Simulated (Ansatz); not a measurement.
We consider Ge₂Sb₂Te₅ (Cm, No. 8, 9 atoms in the cell; start mp-1224407), described by HSE06 (plane waves, PAW; Ansatz, an electronic-structure program).

Settings: plane-wave cutoff 460 eV, 4×4×4 k mesh, Fermi–Dirac smearing 0.01 eV, scalar-relativistic PAW data made under PBE.

Cell (relaxed with PBEsol):

```
Ge2Sb2Te5
1.0
    6.72722    -2.99939    -0.03570
    6.72722     2.99939    -0.03570
   -6.75494     0.00000     6.71746
Ge Sb Te
2 2 5
Direct
  0.49410   0.49410   0.00573
  0.28137   0.28137   0.19646
  0.11085   0.11085   0.42698
  0.89398   0.89398   0.58111
  0.41108   0.41108   0.60162
  0.21308   0.21308   0.81564
  0.00251   0.00251   0.99860
  0.79719   0.79719   0.18702
  0.59583   0.59583   0.38664
```

Q: Predict the band gap, smallest direct gap on the k points sampled and direct gap at Γ.

A: 
* **band gap**: 0.16 eV
* **smallest direct gap on the k points sampled**: 0.24 eV
* **direct gap at Γ**: 1.85 eV

Note: cell and atoms aren't relaxed at this level (largest force component 0.20 eV/Å, pressure 1.0 GPa).

Spin–orbit coupling is not included; it can close the smallest gap of 0.16 eV.

Static lattice: no zero-point or thermal effects.

The result took roughly 23 core-minutes.

A start named mp-… is a Materials Project structure, which need not be a measured phase.
